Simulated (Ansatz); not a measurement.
## A computed series for hypothetical P-6m2 GaN: response to strain

The parent structure is GaN (space group P-6m2, No. 187; a = 2.939 Å, c = 2.658 Å; a hypothetical phase, not in the database extracts checked; relaxed with 0.1 eV smearing). Axes: x lies along a and z along c of the hexagonal cell.

Strains are applied to the cell and any free atomic positions relax; under biaxial strain the out-of-plane vector relaxes too; under stress the whole cell relaxes.

Method: plane-wave PAW DFT at the PBEsol level (Ansatz, an electronic-structure program, 420 eV), no spin-orbit coupling.

Notes on the quantities. pressure: mean of the normal stresses, compression positive.

```csv
variant,pressure,shortest interatomic distance
base,0.0 GPa,215.5 pm
"biaxial strain −2.38 %, plane normal [001], relaxed out of plane",8.5 GPa,212.7 pm
"biaxial strain +0.47 %, plane normal [001], relaxed out of plane",-1.5 GPa,216.1 pm
isotropic strain −1.12 %,7.1 GPa,213.1 pm
isotropic strain +1.48 %,-7.7 GPa,218.7 pm
isotropic strain +5.45 %,-20.9 GPa,227.3 pm
"uniaxial stress, 2 GPa compression along z",–,(withheld)
```

### Question
Complete the table.

### Answer

- uniaxial stress, 2 GPa compression along z, shortest interatomic distance: 215.3 pm

Stability under load was not tested beyond the relaxation. All final runs are without spin polarisation.
